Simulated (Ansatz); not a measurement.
Al3BC: response to strain

Base system: Al$_{3}$BC (space group P6_3/mmc, No. 194; a = 3.485 Å, c = 11.499 Å; a cell from a computed database, its experimental status unchecked). Axes: x lies along a and z along c of the hexagonal cell.

Strains are applied to the cell and any free atomic positions relax; under biaxial strain the out-of-plane vector relaxes too; under stress the whole cell relaxes.

Level of theory: PBEsol/PAW in Ansatz (an electronic-structure program), no SOC.

Notes on the quantities. pressure: mean of the normal stresses, compression positive.

| case | shortest interatomic distance | width of the top valence band | pressure |
|---|---|---|---|
| base | 2.004 Å | 2.08 eV | 0.0 kbar |
| biaxial strain −0.73 %, plane normal [001], relaxed out of plane | 1.997 Å | ___ | 18.6 kbar |
| biaxial strain +1.40 %, plane normal [001], relaxed out of plane | 1.995 Å | 1.95 eV | -32.4 kbar |
| uniaxial strain ε_xx = −0.81 % | 2.003 Å | – | ___ |
| uniaxial stress, 0.5 GPa tension along z | 2.007 Å | 2.09 eV | – |

What belongs in the blanks?


- biaxial strain −0.73 %, plane normal [001], relaxed out of plane, width of the top valence band: 2.17 eV
- uniaxial strain ε_xx = −0.81 %, pressure: 12.6 kbar

The levels and masses belong to the bands next to the band gap. Beyond what the load breaks, stability against distortions was not tested.
